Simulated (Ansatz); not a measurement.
Take ZnSe in the zinc blende structure (space group F-43m, No. 216) as the base.

```yaml
crystal:
  lattice:
    - [0.00000, 2.81667, 2.81667]
    - [2.81667, 0.00000, 2.81667]
    - [2.81667, 2.81667, 0.00000]
  atoms:
    - { symbol: Zn, position: [0.00000, 0.00000, 0.00000] }
    - { symbol: Se, position: [0.25000, 0.25000, 0.25000] }
```

Cartesian axes are those of the cell as printed.

Calculations: PBEsol/PAW in Ansatz (a quantum-chemistry and plane-wave program), no spin-orbit coupling.

Strains are applied to the cell and any free atomic positions relax.

One change was made to it. Results:

The valley order (the lowest conduction-band minima on the path, energy above the VBM, named in the base's zone) changes from Γ 1.24 eV; L along ⟨111⟩ 2.48 eV to Γ 1.27 eV; L along [1-11] 2.46 eV; X along [001] 2.65 eV; X along [100] 2.74 eV; the pressure (mean of the normal stresses, compression positive) goes from zero to 1.37 GPa; the energy rises by 2.5 meV/atom.

What was done to the base?
A. uniaxial strain ε_zz = −2.50 %
B. uniaxial strain ε_zz = −2.00 %
C. uniaxial strain ε_zz = +1.00 %

B, uniaxial strain ε_zz = −2.00 %. For comparison, the valley order in the other runs: uniaxial strain ε_zz = +1.00 % gives Γ 1.19 eV; L along [111] 2.45 eV; uniaxial strain ε_zz = −2.50 % gives Γ 1.28 eV; L along [1-11] 2.45 eV; X along [001] 2.61 eV; X along [100] 2.72 eV.

The levels and masses belong to the bands next to the band gap. Whether these cells are dynamically stable was not tested.
